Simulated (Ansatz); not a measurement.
## A computed series for Mg3Sb2: response to strain

Consider Mg$_{3}$Sb$_{2}$ (space group P-3m1, No. 164; a = 4.596 Å, c = 7.272 Å). Axes: x lies along a and z along c of the hexagonal cell.

Strains are applied to the cell and any free atomic positions relax; under biaxial strain the out-of-plane vector relaxes too.

The values are results of PBE, PAW, 420 eV (Ansatz, a program for electronic structure; no SOC), earlier PAW set, not measurements.

Q: Only one of these keeps a band gap. Which?
(A) biaxial strain +4.32 %, plane normal [001], relaxed out of plane
(B) biaxial strain +2.38 %, plane normal [001], relaxed out of plane
(C) biaxial strain +1.88 %, plane normal [001], relaxed out of plane
(D) isotropic strain +0.65 %

A: D, isotropic strain +0.65 %. Computed: isotropic strain +0.65 %: 0.13 eV; biaxial strain +1.88 %, plane normal [001], relaxed out of plane: zero; biaxial strain +2.38 %, plane normal [001], relaxed out of plane: zero; biaxial strain +4.32 %, plane normal [001], relaxed out of plane: zero

With Sb present, leaving out spin-orbit coupling can change the band edges. Stability against distortions was not tested. All final runs are without spin polarisation. A zero or small gap of Mg3Sb2 can be the functional's error rather than a property of the material.
